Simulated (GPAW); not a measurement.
Pressure against volume in fcc Pb (space group 225) (GPAW, PBEsol)

```
Pb
1.0
    0.00000     2.40314     2.40314
    2.40314     0.00000     2.40314
    2.40314     2.40314     0.00000
Pb
1
Direct
  0.00000   0.00000   0.00000
```

Level of theory: PBEsol, GPAW PAW datasets PBEsol (made by gpaw-setup) (plane waves; GPAW). Settings: mode = pw; ecut = 585 eV; xc = PBEsol; kpts = 21 21 21; mesh shift (steps) = 0 0 0; occupations.name = fermi-dirac; occupations.width = 0.05 eV; nbands = -5; convergence.forces = 0.001 eV/Å; symmetry.symmorphic = false; symmetry.tolerance = 0.0005; maxiter = 150. The cell above is the first row's. The rows scale it uniformly. In all rows the k mesh is held.

```csv
V (Å^3/atom),P (GPa)
27.757,?
28.360,2.80
28.963,1.57
29.567,0.47
30.170,-0.50
30.774,-1.37
31.377,-2.15
31.980,-2.83
32.584,-3.45
```

Taking a cubic for P over the 8 complete rows: With u = V - 30.5, the rows have u = -2.1400, -1.5370, -0.9330, -0.3300, 0.2740, 0.8770, 1.4800, 2.0840. Least squares gives P = -0.991 - 1.4305·u + 0.13946·u² - 0.00920·u³. Residuals (row less fit): 0.001, -0.001, -0.003, 0.003, 0.003, -0.006, 0.002, 0.000; standard error 0.004 (degrees of freedom: 4). The fitted pressure is zero at V0 = 29.85, where dP/dV = -1.623, so B0 = -V0·dP/dV = 48.5 GPa.

Question: Estimate the missing P (V = 27.757); what did the run itself give?

Answer: u = -2.7430, so P = -0.991 - 1.4305 × (-2.7430) + 0.13946 × (-2.7430)² - 0.00920 × (-2.7430)³ = 4.172 GPa. The calculation gives 4.20 GPa, 0.028 GPa above the prediction (0.4 % of the range of P in the table). The row lies outside the fitted rows, so this is an extrapolation. From the scatter of the fitted rows alone, a prediction at this place has a standard error of 0.011 GPa, so the miss is 2.7 times that.

Carrying the step between the two nearest rows on in a straight line would have given 4.03, off by 0.17; series whose last step already gives the withheld value aren't shown. The scan was laid around a cell of about the measured size, scaled by a guess for this functional. Spin-orbit coupling is off. Cutoffs and mesh are single choices, not tested for convergence of this quantity. Series with a scatter that would blur these digits, or in which a gap closes, are not shown.
